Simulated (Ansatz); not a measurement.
**MoSi2 under a change: uniaxial strain ε_zz = −1.00 %**

Take MoSi2 (space group I4/mmm, No. 139; a = 3.190 Å, c = 7.822 Å; relaxed with 0.1 eV smearing) as the base. Axes: x, y, z lie along a, b, c of the conventional cell.

The change: uniaxial strain ε_zz = −1.00 %, all other strain components held at zero, atoms relaxed at fixed cell.

The values are results of PBEsol/PAW in Ansatz (an electronic-structure program), scalar-relativistic without spin-orbit coupling, not measurements. Γ-centred 25×25×25 mesh, Fermi–Dirac width 0.1 eV.

Volume per atom: 13.13 Å³ (base 13.27 Å³)
Space group: I4/mmm (No. 139) (base I4/mmm (No. 139))
Shortest interatomic distance: 2.558 Å (base 2.580 Å)
Energy relative to the base (free energy F): +2.2 meV/atom
Pressure (mean of the normal stresses, compression positive): 2.5 GPa (base 0.0 GPa)
Band gap: zero (base zero)
Stress (xx, yy, zz, yz, xz, xy; compression positive): (1.0, 1.0, 5.4, 0.0, 0.0, 0.0) GPa

Final structure:

```xyz
3
Lattice="-1.5950 1.5950 3.8719 1.5950 -1.5950 3.8719 1.5950 1.5950 -3.8719" Properties=species:S:1:pos:R:3 pbc="T T T"
Si     0.0000     0.0000     5.1508
Si     0.0000     0.0000     2.5929
Mo     0.0000     0.0000     0.0000
```

No phonon test of stability was made. All final runs are without spin polarisation.
